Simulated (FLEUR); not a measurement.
FLEUR run on Mo₂N (R-3m, 3 atoms in the cell): self-consistent single point.

Level of theory: PBEsol, all-electron FLAPW (FLEUR), scalar-relativistic valence.

```
CELL_PARAMETERS angstrom
      1.41485     0.81686     4.91206
     -1.41485     0.81686     4.91206
      0.00000    -1.63372     4.91206
ATOMIC_POSITIONS crystal
  Mo 0.24289 0.24289 0.24289
  Mo 0.75711 0.75711 0.75711
  N  0.00000 0.00000 0.00000
```

Reference input (self-consistent single point, DFT, PBEsol, all-electron FLAPW (FLEUR), scalar-relativistic valence): Kmax = 4.5 1/bohr; GmaxXC = 18 1/bohr; xcFunctional = PBEs; jspins = 1; l_soc = F; mode = hist; fermiSmearingEnergy = 0.00367493 Htr; mesh (inpgen div1-3) = 11 11 11; inpgen gamma flag = false; Gmax = 18 1/bohr; numbands = 0; maxIterBroyd = 40. This run's input differs from it in these lines:

```diff
@@ -16,3 +16,3 @@
 &exco xctyp='PBEs' /
-&kpt div1=11 div2=11 div3=11 /
+&kpt div1=1 div2=1 div3=1 /
 &end /
```

Output (repeated stretches shortened):

```
 Iteration:     1   Distance:      40.06616303 me/bohr^3
 Iteration:     2   Distance:      33.79866877 me/bohr^3
 Iteration:     3   Distance:      19.50252762 me/bohr^3
 Instability in determination of fermi-level,
 doubled temperature broading to continue
 Instability in determination of fermi-level,
 doubled temperature broading to continue
 Instability in determination of fermi-level,
 doubled temperature broading to continue
 Instability in determination of fermi-level,
 doubled temperature broading to continue
 Instability in determination of fermi-level,
 doubled temperature broading to continue
   [... lines left out ...]
 Instability in determination of fermi-level,
 doubled temperature broading to continue
 Instability in determination of fermi-level,
 doubled temperature broading to continue
 Instability in determination of fermi-level,
 doubled temperature broading to continue
 Instability in determination of fermi-level,
 doubled temperature broading to continue
 Instability in determination of fermi-level,
 doubled temperature broading to continue
 Instability in determination of fermi-level,
 doubled temperature broading to continue
 Instability in determination of fermi-level,
 doubled temperature broading to continue
**************FLEUR-Error*****************
Error message: Determination of fermi-level did not converge
Error occurred in subroutine: ef_newton
Hint: change temp. broad., set gauss = T, or use finer k mesh
Error from PE:0/1
 Last known location:
```

The program stopped with an error at about iteration 3. 

The starting cell comes from a database of computed structures (which also holds hypothetical and non-ambient phases and stackings), without a prior relaxation at this level. Its lattice was rescaled by a random factor within 2.5 % of one. Values depend on the basis (sphere radii, cutoffs, local orbitals), which need not be converged.
